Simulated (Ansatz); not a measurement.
Take RuB₂ (space group Pmmn, No. 59; a = 2.849 Å, b = 4.626 Å, c = 4.024 Å) as the base.

Calculations: PBEsol/PAW in Ansatz (a first-principles code), no SOC.

One change was made to it. Results:

The shortest interatomic distance falls by 0.017 Å, from 1.815 Å to 1.798 Å; the band gap remains zero.

Problem. Which of these changes matches the shifts?
(A) pressure 0.3 GPa
(B) pressure 3 GPa
(C) pressure 1.5 GPa
(D) pressure 7.5 GPa

Solution. D, pressure 7.5 GPa. For comparison, the shortest interatomic distance in the other runs: pressure 1.5 GPa gives 1.811 Å; pressure 0.3 GPa gives 1.814 Å; pressure 3 GPa gives 1.808 Å.

Load acts through the strain it causes; cell and atoms are relaxed under it. Stability against distortions was not tested. Competing high-pressure phases were not computed. All final runs are without spin polarisation.
